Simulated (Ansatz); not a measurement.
Worked calculations on one periodic cell of amorphous Ge₁₂As₁₂S₃₆: Ge12As12S36, 60 atoms, volume 1655.7 Å³, made by a melt-quench on the CHGNet potential and relaxed with DFT. It is a model cell: composition and starting density were chosen by hand, and all elements were melted together. Cycles of charging were run to anneal it. Method: PBE-D3(BJ), scalar-relativistic without spin-orbit coupling (plane waves to 420 eV, PAW; Ansatz, an electronic-structure program). Sampling: a 2×2×2 Γ-centred mesh; Fermi-Dirac width 0.05 eV; no spin polarisation. Its volume was relaxed, its shape was free, and it stands at a mean pressure of 0.0 GPa with stress components up to 0.0 GPa; the relaxation ran on one k-point at (1/4, 1/4, 1/4). Its density went from a set 2.96 to 2.93 g/cm³. The cell is small and was quenched far faster than a real film, so it is one sample of the glass.

Neighbours within Ge-Ge 2.85 Å, Ge-As 2.68 Å, Ge-S 2.60 Å, As-As 2.80 Å, As-S 2.60 Å, S-S 2.39 Å count as bonded. Counted neighbours: Ge: 1 with 2, 1 with 3, 10 with 4; As: 12 with 3; S: 1 with 1, 33 with 2, 2 with 3.

Task: Set the mean coordination against the 8 − N rule, and count mechanical constraints (r/2 for stretching, 2r − 3 for bending at each atom with r ≥ 2) against the 3 degrees of freedom.

Result: The rule gives (12 × 4 + 12 × 3 + 36 × 2)/60 = 2.60; the cell has 154/60 = 2.57. Summing the constraints over the counted atoms gives 206.0/60 = 3.43 per atom, so by this count the network is rigid and over-constrained. The count takes every angle as intact, which overstates rigidity where angles are soft (at over-coordinated atoms).

Four energies for a hole at PBE on one k-point at (1/4, 1/4, 1/4) (charged cells in a uniform background, spin-polarised): neutral at the neutral geometry -142310.862 eV; charged at the neutral geometry -142314.712 eV; charged and relaxed -142314.883 eV; neutral at the charged geometry -142310.645 eV.

Task: Find the two relaxation energies and their sum, the reorganisation energy.

Result: On charging: -142314.712 − (-142314.883) = 0.171 eV. On discharging: -142310.645 − (-142310.862) = 0.217 eV. The sum is 0.388 eV. The carrier's level spreads over 13 of the 60 atoms' worth, so it counts as partly localised, most on one Ge atom with neighbours S 2.37 Å, S 2.38 Å, S 2.47 Å (neutral geometry). The values are uncorrected: the image energy of a point charge in this cell, 2.84 × 14.40 / (2 × 11.8) = 1.7 eV before screening, is screened by electrons alone at the fixed geometry and by ions too after relaxing, and the carrier can be spread before it relaxes, so each term can be off by up to that value times 1/ε∞, some tenths of an eV. PBE's self-interaction favours spread-out carriers, so a hybrid can localise more.
